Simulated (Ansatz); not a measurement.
Results of r²SCAN in Ansatz (PAW) for B2CO (model structure, P-4m2, No. 115, 4 atoms in the cell).

Settings: plane-wave cutoff 560 eV, 12×12×10 k mesh (along the axes of the cell as run), Fermi–Dirac smearing 0.01 eV, scalar-relativistic PAW data made under PBE.

Cell (relaxed at this level):

B₂CO is modelled in the tetragonal space group P-4m2 (No. 115), Pearson symbol tP4. Lattice parameters: a = b = 2.648 Å, c = 3.661 Å, α = β = γ = 90.00°. B on 2g is surrounded by 2 C at 1.565 Å and 2 O at 1.657 Å (tetrahedral). C on 1a sees 4 B at 1.565 Å (tetrahedral). O on 1c has 4 B at 1.657 Å (tetrahedral). (Neighbours: up to the widest gap in distance over summed covalent radii, below 1.35, at either atom.)

Task: Estimate the band gap and bulk modulus that the calculation returns.

Result: 
- band gap = 2.18 eV (on the SCF k mesh)
- bulk modulus = 299 GPa

Note: the bulk modulus is −V dP/dV from two relaxed cells at ±2 % in volume; the relaxation could raise the start's symmetry but not lower it, so the cell can be a saddle point.

Static lattice: no zero-point or thermal effects.

Computing time: roughly 60 core-seconds.

A model structure was made by putting elements into a prototype or built by hand; it is no filed structure, need not be a known phase, and can be a saddle point held by its symmetry.

Ansatz is a quantum-chemistry and plane-wave program.
